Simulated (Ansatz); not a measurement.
The reference is LaBr2 (space group P6_3/mmc, No. 194; ferromagnetic; layered, stacked along the Cartesian z axis).

```yaml
crystal:
  lattice:
    - [4.09367, 0.00000, 0.00000]
    - [-2.04683, 3.54522, 0.00000]
    - [0.00000, 0.00000, 13.85845]
  atoms:
    - { symbol: La, position: [0.00000, 0.00000, 0.75000] }
    - { symbol: La, position: [0.00000, 0.00000, 0.25000] }
    - { symbol: Br, position: [0.33333, 0.66667, 0.11088] }
    - { symbol: Br, position: [0.66667, 0.33333, 0.88912] }
    - { symbol: Br, position: [0.66667, 0.33333, 0.61088] }
    - { symbol: Br, position: [0.33333, 0.66667, 0.38912] }
```

Method: Kohn–Sham DFT with the r2SCAN+rVV10 functional, run in Ansatz (a quantum-chemistry and plane-wave program) with PAW and 500 eV plane waves, without spin-orbit coupling.

One change was made to it. Results:

The smallest direct gap drops by 0.02 eV to 1.09 eV; the width of the top valence band shrinks by 0.02 eV, from 4.11 eV to 4.09 eV; the lattice parameter a decreases by 0.028 Å (4.094 Å → 4.066 Å); the band gap shrinks by 0.034 eV, from 0.80 eV to 0.76 eV; the c/a ratio drops by 0.034 to 3.351.

What was done to the base?
A. pressure 0.3 GPa
B. pressure 1.5 GPa
C. pressure 3 GPa
D. pressure 0.7 GPa

D, pressure 0.7 GPa. For comparison, the lattice parameter a in the other runs: pressure 3 GPa gives 3.989 Å; pressure 1.5 GPa gives 4.037 Å; pressure 0.3 GPa gives 4.081 Å.

Other magnetic orders, which the real material may have, were not ruled out. Load acts through the strain it causes; cell and atoms are relaxed under it. No phonon test of stability was made. Where the two band edges lie in opposite spin channels, the gap is a spin-flip gap.
